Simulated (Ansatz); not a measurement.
Consider BAs in the zinc blende structure (space group F-43m, No. 216; a = 4.768 Å). Axes: x, y, z lie along the cube axes.

Level of theory: Ansatz (a program for electronic structure), PBEsol, PAW, cutoff 420 eV, no SOC.

Base values:

| Quantity | Result |
|---|---|
| Smallest direct gap | 3.25 eV |
| Pressure | 0.00 GPa |
| Volume per atom | 13.55 Å³ |

Perturbation: compressive biaxial strain of 2.08 % in the plane normal to [111], as in epitaxy on a mismatched substrate; the out-of-plane cell vector and the atoms relax.

Task: What happens to the smallest direct gap, pressure, volume per atom and energy relative to the base?

Result: The smallest direct gap decreases by 0.37 eV to 2.88 eV; the pressure (mean of the normal stresses, compression positive) goes from zero to 5.64 GPa; the volume per atom shrinks by 0.49 Å³ (13.55 Å³ → 13.06 Å³); the energy goes up by 14 meV/atom.

Gaps are Kohn–Sham eigenvalue differences; semilocal functionals usually give less than the measured gap. Stability against distortions was not tested.
